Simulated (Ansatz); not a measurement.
The reference is a 16-atom supercell of GaSe in the beta-GaS type structure (space group P6_3/mmc, No. 194; a = 3.705 Å, c = 15.508 Å; layered, stacked along the Cartesian z axis) at its relaxed geometry.

All numbers come from PBEsol-D3(BJ) in Ansatz (plane waves to 420 eV, PAW, without spin-orbit coupling), earlier PAW set.

One neutral defect a cell, atoms relaxed at fixed cell.

One change was made to it. Results:

```csv
quantity,base,after
pressure,0.0 GPa,-1.2 GPa
largest displacement of a host atom from its site in the perfect cell,–,1.96 Å
```

### Question
Which change produced these results?
A. Se vacancy, symmetric start
B. Li interstitial (started 2.61 Å from the nearest host atom)
C. O on a Se site
D. Ga vacancy

### Answer
D, Ga vacancy. For comparison, the largest displacement of a host atom from its site in the perfect cell in the other runs: Se vacancy, symmetric start gives 0.53 Å; Li interstitial (started 2.61 Å from the nearest host atom) gives 0.13 Å; O on a Se site gives 0.29 Å.

The magnetic state is the one reached from the starting moments; the real material's order can differ, and small cells can't hold many antiferromagnetic ones. In so small a cell the defect repeats every few ångströms: this is an ordered compound, not a dilute defect. A case with no gap was solved on a k-mesh chosen for an insulator, which is coarse for it. Defects with a symmetric start kept the site's symmetry and may sit on a saddle; the others started slightly shaken. Seeded moments were not kept for Ga vacancy, Se vacancy, Li interstitial (started 2.61 Å from the nearest host atom) and O on a Se site. The D3 term's C6 switches between coordination references near this geometry, which can add small steps to energies.

Ansatz is a program for electronic structure.
